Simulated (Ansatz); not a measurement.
The parent structure is CaO in the rock salt structure (space group Fm-3m, No. 225; a = 4.767 Å). Axes: x, y, z lie along the cube axes.

All numbers come from PBEsol (Ansatz, a program for electronic structure), without spin-orbit coupling.

For the base:

```
Quantity                            Result
---------------------  -------------------
Band gap                           3.54 eV
Valence-band top at Γ  0.00, 0.00, 0.00 eV
```

Modification: compressive biaxial strain of 0.42 % in the plane normal to [111], as in epitaxy on a mismatched substrate; the out-of-plane cell vector and the atoms relax.

Q: What does the calculation give for the band gap and valence-band top at Γ after the change?

A: The band gap drops by 0.01 eV to 3.53 eV; the valence-band top at Γ (three highest levels, from the VBM) changes from 0.00, 0.00, 0.00 eV to 0.00, 0.00, -0.02 eV.

Whether these cells are dynamically stable was not tested.
